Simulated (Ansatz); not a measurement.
Worked calculations on one periodic cell of amorphous Zr20O45Nb2: Zr20O45Nb2, 67 atoms, volume 866.2 Å³, made by a melt-quench on the CHGNet potential and relaxed with DFT. O atoms were pushed apart under 1.9 Å during the dynamics, to hinder bonds among them. It is a model cell: composition and starting density were chosen by hand, and all elements were melted together. Cycles of charging were run to anneal it. Computed with PBE, scalar-relativistic without spin-orbit coupling (plane waves to 420 eV, PAW; Ansatz, an electronic-structure program). Sampling: a 2×2×2 Γ-centred mesh; Fermi-Dirac width 0.02 eV; no spin polarisation. Its volume was held where the quench left it, its shape was held as a cube, and it stands at a mean pressure of -1.7 GPa with stress components up to 1.9 GPa; the relaxation ran on the zone centre alone. Its density went from a set 5.23 to 5.23 g/cm³. The cell is small and was quenched far faster than a real film, so it is one sample of the glass.

### Question
Count formal charges (Zr +4, O -2, Nb +5). What does the count lead one to expect at the Fermi level, and what does the calculation give?

### Answer
20 × (+4) + 45 × (-2) + 2 × (+5) = 0. The charges balance, so the anion-derived valence states can be full and a gap can open. On this mesh the highest filled and lowest empty level lie 2.93 eV apart, the PBE gap of this cell.

Four energies for an added electron at PBE on the zone centre alone (charged cells in a uniform background, spin-polarised): neutral at the neutral geometry -118416.939 eV; charged at the neutral geometry -118404.805 eV; charged and relaxed -118405.037 eV; neutral at the charged geometry -118416.572 eV.

### Question
Find the two relaxation energies and their sum, the reorganisation energy.

### Answer
On charging: -118404.805 − (-118405.037) = 0.232 eV. On discharging: -118416.572 − (-118416.939) = 0.367 eV. The sum is 0.599 eV. The carrier's level spreads over 4 of the 67 atoms' worth, so it counts as localised, most on one Nb atom with neighbours O 1.93 Å, O 1.97 Å, O 1.98 Å, O 2.10 Å, O 2.11 Å, O 2.20 Å, O 2.32 Å (neutral geometry). The values are uncorrected: the image energy of a point charge in this cell, 2.84 × 14.40 / (2 × 9.5) = 2.1 eV before screening, is screened by electrons alone at the fixed geometry and by ions too after relaxing, and the carrier can be spread before it relaxes, so each term can be off by up to that value times 1/ε∞, some tenths of an eV. PBE's self-interaction favours spread-out carriers, so a hybrid can localise more.

Four energies for a hole at PBE on the zone centre alone (charged cells in a uniform background, spin-polarised): neutral at the neutral geometry -118416.939 eV; charged at the neutral geometry -118425.908 eV; charged and relaxed -118426.085 eV; neutral at the charged geometry -118416.373 eV.

### Question
Find the two relaxation energies and their sum, the reorganisation energy.

### Answer
On charging: -118425.908 − (-118426.085) = 0.177 eV. On discharging: -118416.373 − (-118416.939) = 0.566 eV. The sum is 0.743 eV. The carrier's level spreads over 5 of the 67 atoms' worth, so it counts as localised, most on one O atom with neighbours Zr 1.95 Å, Zr 2.17 Å, Zr 2.29 Å (neutral geometry). The values are uncorrected: the image energy of a point charge in this cell, 2.84 × 14.40 / (2 × 9.5) = 2.1 eV before screening, is screened by electrons alone at the fixed geometry and by ions too after relaxing, and the carrier can be spread before it relaxes, so each term can be off by up to that value times 1/ε∞, some tenths of an eV. PBE's self-interaction favours spread-out carriers, so a hybrid can localise more.
